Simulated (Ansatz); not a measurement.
Levels about the gap of amorphous B30O45 (75 atoms in a cell of 872 Å³, 1.99 g/cm³; zone centre alone, so wide bands show as single levels with stretches between that a denser mesh fills), at the geometry that PBE-D3(BJ) relaxed, where it gives 0.0 GPa on a denser mesh. Exact exchange is cut at the faces of this small cell, which leaves a finite-size error. The participation number counts the atoms over which a state spreads; weights are charges in smoothed Voronoi cells. The levels come from a single point, so bond lengths are those of that geometry. Method of the levels: HSE06-D3(BJ), scalar-relativistic without spin-orbit coupling (Ansatz, a program for electronic structure). Sampling: the zone centre alone; Fermi-Dirac width 0.02 eV; no spin polarisation.

A CHGNet melt-quench gave the starting glass, which DFT then relaxed. O atoms were pushed apart under 1.9 Å during the dynamics, to hinder bonds among them. The hot cell started wider than the set density and was brought back towards it in steps. It is the lowest in DFT energy of 2 quenches. It is a model cell: composition and starting density were chosen by hand, and all elements were melted together. The geometry includes D3(BJ) dispersion. Its density started from a set value of 2.08 and ended at 1.99 g/cm³. Cooling (nominally 81 K/ps over its main leg) ran many orders faster than in experiment, which tends to leave more defects and strain. A cell of this size samples the disorder only roughly. The volume was free in the relaxation, at fixed shape. Stress components on the final sampling reach 2.1 GPa.

```
E - E(highest filled), eV  filling  participation number       largest on  weight O  weight B
-------------------------  -------  --------------------  ---------------  --------  --------
-0.28                       filled                  21.2  O, 2 neighbours      0.93      0.07
-0.22                       filled                  24.4  O, 2 neighbours      0.93      0.07
-0.17                       filled                  30.6  O, 2 neighbours      0.93      0.07
-0.14                       filled                  16.8  O, 2 neighbours      0.93      0.07
-0.10                       filled                  20.3  O, 2 neighbours      0.93      0.07
-0.02                       filled                  17.0  O, 2 neighbours      0.93      0.07
0.00                        filled                  22.1  O, 2 neighbours      0.93      0.07
7.92                         empty                  60.4  B, 3 neighbours      0.56      0.44
8.00                         empty                  43.9  B, 3 neighbours      0.39      0.61
8.18                         empty                  26.8  B, 3 neighbours      0.32      0.68
8.30                         empty                  18.5  B, 3 neighbours      0.34      0.66
8.54                         empty                  21.9  B, 3 neighbours      0.33      0.67
8.63                         empty                  28.1  B, 3 neighbours      0.33      0.67
8.72                         empty                  25.3  B, 3 neighbours      0.34      0.66
```

Most localised among these is the filled level at -0.14 eV, on a O atom, which has 2 neighbours (B 1.37 Å, B 1.38 Å).
